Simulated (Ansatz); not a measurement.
**Response to strain in SiC**

Take SiC (space group P6_3mc, No. 186; a = 3.058 Å, c = 10.012 Å) as the base. Axes: x lies along a and z along c of the hexagonal cell.

Strains are applied to the cell and any free atomic positions relax.

Method: LDA (Ansatz, an electronic-structure program; PAW; 420 eV plane waves; no spin-orbit coupling).

Notes on the quantities. energy relative to the base: free energy F.

| uniaxial strain ε_zz (%) | energy relative to the base (meV/atom) |
|---|---|
| -3 | 16.7 |
| -2.25 | 9.3 |
| -1.5 | 4.1 |
| -0.75 | ? |
| 0 | 0.0 |

Problem. Fit ΔE = Aε² + Bε³ (ε in %) to the rows shown and predict the withheld row.

Solution. Least squares on the printed values gives A = 1.79 and B = -0.023 meV/atom (largest residual 0.0 meV/atom); this predicts 1.0 meV/atom, and the run gives 1.0 meV/atom, in agreement.

Stability against distortions was not tested.
